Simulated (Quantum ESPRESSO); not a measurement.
# Habitual settings against a tight run: ZnNi3Sb2 (P-3m1, 6 atoms in the cell)

Self-consistent single point.

```
CELL_PARAMETERS angstrom
      4.10488     0.00000     0.00000
     -2.05244     3.55493     0.00000
      0.00000     0.00000     6.28807
ATOMIC_POSITIONS crystal
  Zn 0.00000 0.00000 0.00000
  Ni 0.00000 0.00000 0.50000
  Ni 0.33333 0.66667 0.89170
  Ni 0.66667 0.33333 0.10830
  Sb 0.33333 0.66667 0.30210
  Sb 0.66667 0.33333 0.69790
```

Method of the run: PBEsol, PSlibrary ultrasoft (PBE) pseudopotentials (plane waves; Quantum ESPRESSO).

Base settings: ecutwfc = 50 Ry; ecutrho = 300 Ry; occupations = smearing; smearing = cold; degauss = 0.019992 Ry; input_dft = pbesol; K_POINTS = automatic 9 9 5 0 0 0; conv_thr = 1e-10 Ry.

Tight run (finer mesh or higher cutoff; not a proven limit): ecutwfc: 50 Ry → 70 Ry; ecutrho: 300 Ry → 420 Ry; conv_thr: 1e-10 Ry → 7.3e-11 Ry; K_POINTS: automatic 9 9 5 0 0 0 → automatic 13 13 7 0 0 0. It gave Fermi level (on the code's own zero) 11.66 eV; pressure -1.29 GPa; largest force (vector length) 0.072 eV/Å.

Quick runs, as changes from the base:
- A: the base itself
- B: ecutwfc: 50 Ry → 25 Ry; ecutrho: 300 Ry → 150 Ry; smearing: cold → fd; degauss: 0.019992 Ry → 0.036749 Ry; conv_thr: 1e-10 Ry → 7.3e-05 Ry; K_POINTS: automatic 9 9 5 0 0 0 → automatic 2 2 2 1 1 1
- C: ecutwfc: 50 Ry → 30 Ry; ecutrho: 300 Ry → 180 Ry; K_POINTS: automatic 9 9 5 0 0 0 → automatic 3 3 3 0 0 0
- D: ecutwfc: 50 Ry → 25 Ry; ecutrho: 300 Ry → 150 Ry; degauss: 0.019992 Ry → 0.036749 Ry; K_POINTS: automatic 9 9 5 0 0 0 → automatic 8 8 8 0 0 0
- E: ecutwfc: 50 Ry → 25 Ry; ecutrho: 300 Ry → 150 Ry; K_POINTS: automatic 9 9 5 0 0 0 → automatic 4 4 4 1 1 1
- F: ecutwfc: 50 Ry → 40 Ry; ecutrho: 300 Ry → 240 Ry; conv_thr: 1e-10 Ry → 7.3e-05 Ry; K_POINTS: automatic 9 9 5 0 0 0 → automatic 2 2 2 0 0 0

Energies are extrapolated to zero smearing width, which holds to low order in the width alone (under cold and Methfessel-Paxton smearing the free energy itself is taken).

Dashes: pressure of B, F, not trusted under this conv_thr with d or f elements; time of B, under 30 s.

The count of work is k-points × plane waves × bands × iterations; it is no time. Core times come from one kind of shared machine and are given to one figure; runs under 30 s give none.

The starting cell comes from a database of computed structures (which also holds hypothetical and non-ambient phases and stackings), without a prior relaxation at this level. Its lattice was rescaled by a random factor within 2.5 % of one. Spin polarisation is off.

```csv
run,energy less tight (meV/atom),pressure less tight (GPa),largest miss in a force vector (eV/Å),count of work / tight,core time / tight (rough)
A,13.9,-0.78,0.001,0.22,0.2
B,1470.4,–,0.210,0.0025,–
C,241.2,-19.14,0.206,0.016,0.04
D,1511.2,-93.04,0.119,0.10,0.09
E,1499.2,-92.53,0.080,0.034,0.04
F,102.7,–,0.335,0.0086,0.03
```

Among the runs at the tight run's level, the energy misses run from 13.9 to 1511.2 meV/atom.
